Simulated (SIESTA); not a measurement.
SIESTA run on Hf₂Al₃Au (P1, 6 atoms in the cell): self-consistent single point.

Method: GGA PBEsol, numerical atomic orbitals TZP, PseudoDojo PBEsol standard norm-conserving potentials (rewritten from UPF to PSML) (SIESTA).

The change in words: lattice scaled by 0.98. Reference geometry:
```
Hf2Al3Au
1.0
    2.64712     1.52832     4.24390
   -2.64712     1.52832     4.24390
    0.00000    -3.05663     4.24390
Hf Al Au
2 3 1
Cartesian
 -0.05317   0.03354   4.77592
  0.00518  -0.04760   7.94376
  1.19402   0.71355   2.07599
 -1.26731   0.76284   2.14276
  0.12383  -1.59222   2.17315
 -0.00255   0.12989  -0.01403
```

Reference input (self-consistent single point, DFT, GGA PBEsol, numerical atomic orbitals TZP, PseudoDojo PBEsol standard norm-conserving potentials (rewritten from UPF to PSML)): XC.functional = GGA; XC.authors = PBEsol; potentials = PseudoDojo PBEsol standard; PAO.BasisSize = TZP; PAO.EnergyShift = 0.01 Ry; MeshCutoff = 350 Ry; kgrid.MonkhorstPack = 4 4 4; OccupationFunction = MP; OccupationMPOrder = 0; ElectronicTemperature = 200 meV; MaxSCFIterations = 150; SCF.Mixer.Method = Pulay. This run's input differs from it in these lines:

```diff
@@ -13,5 +13,5 @@
 %block LatticeVectors
-     2.647120000    1.528315000    4.243900000
-    -2.647120000    1.528315000    4.243900000
-     0.000000000   -3.056631000    4.243900000
+     2.594178000    1.497749000    4.159022000
+    -2.594178000    1.497749000    4.159022000
+     0.000000000   -2.995498000    4.159022000
 %endblock LatticeVectors
@@ -19,8 +19,8 @@
 %block AtomicCoordinatesAndAtomicSpecies
-    -0.100481839    0.063384365    9.025187959  1
-     0.009794566   -0.089942309   15.011526044  1
-     2.256371800    1.348406164    3.923057842  2
-    -2.394871361    1.441567512    4.049233492  2
-     0.234009082   -3.008866416    4.106655322  2
-    -0.004822248    0.245447849   -0.026521507  3
+    -0.098472218    0.062117371    8.844684199  1
+     0.009598676   -0.088142305   14.711295523  1
+     2.211244705    1.321438319    3.844596685  2
+    -2.346974295    1.412736449    3.968248822  2
+     0.229328936   -2.948688719    4.024522216  2
+    -0.004725804    0.240538885   -0.025991077  3
 %endblock AtomicCoordinatesAndAtomicSpecies
```

Output (repeated stretches shortened):

```
        iscf     Eharris(eV)        E_KS(eV)     FreeEng(eV)     dDmax    Ef(eV) dHmax(eV)
   scf:    1    -7069.101780    -7214.537392    -7214.606485  1.772196 -2.995961 45.519042
   scf:    2    -7270.081498    -7267.141440    -7267.185099  0.239424 -3.573072  6.533482
   scf:    3    -7270.426172    -7269.124194    -7269.183080  0.058348 -3.832987  3.165421
   scf:    4    -7269.629449    -7269.513744    -7269.583622  0.055337 -4.046307  0.891314
   scf:    5    -7269.518742    -7269.549429    -7269.617815  0.031784 -4.074055  0.880212
   [... 3 lines left out ...]
   scf:    9    -7269.572519    -7269.572416    -7269.643315  0.000792 -4.104422  0.018223
   scf:   10    -7269.572529    -7269.572478    -7269.643329  0.000227 -4.103516  0.002504
   scf:   11    -7269.572488    -7269.572483    -7269.643330  0.000113 -4.103666  0.001613
   scf:   12    -7269.572467    -7269.572475    -7269.643330  0.000025 -4.103838  0.000106
SCF Convergence by DM+H criterion
max |DM_out - DM_in|         :     0.0000253791
max |H_out - H_in|      (eV) :     0.0001058430
SCF cycle converged after 12 iterations

Using DM_out to compute the final energy and forces

siesta: E_KS(eV) =            -7269.5725

siesta: E_KS - E_eggbox =     -7269.5725

siesta: Atomic forces (eV/Ang):
     1    0.595412   -0.072783    0.168454
     2    0.096342    0.771068   -0.040881
     3    2.564346    1.039600    1.042840
     4   -1.502320   -0.557914    0.153086
     5   -1.144041    0.619825   -1.261062
     6   -0.607657   -1.794720   -0.068019
   Tot    0.002082    0.005075   -0.005581
   Max    2.564346
   Res    1.033002    sqrt( Sum f_i^2 / 3N )
   Max    2.564346    constrained

   [... lines left out ...]
siesta: FreeEng =     -7269.643330
siesta: Cell volume =         96.957471 Ang**3
siesta:         102.31464968         80.16909871  kBar
   [... lines left out ...]

              0.035   0.049   0.039   0.100   0.173   0.293   0.226   0.293

              0.168

mulliken: Qtot =       52.000

Mulliken Atomic Populations:
Atom #   charge [q] valence [e]  Species
     1     0.399944   11.600056  Hf
     2     0.377723   11.622277  Hf
     3    -0.515506    3.515506  Al
     4    -0.479374    3.479374  Al
     5    -0.502692    3.502692  Al
     6     0.719904   18.280096  Au
 Total    -0.000000
```

The run converged in 12 iterations. Against the reference run the free energy goes up by 32.5 meV/atom, the pressure goes from 0.61 to 10.23 GPa and the largest force goes from 2.506 to 2.957 eV/Å.

The starting cell comes from a database of computed structures (which also holds hypothetical and non-ambient phases and stackings), without a prior relaxation at this level. Its atoms were displaced at random from the sites of space group no. 166. For this run, on top of that: lattice scaled by 0.98. Values carry the incompleteness of an atom-centred basis. With a pressure of about 10 GPa the cell is away from its equilibrium volume at this level. Forces in this geometry exceed 1 eV/Å.

Cost on one core of a shared machine: roughly 80 s.
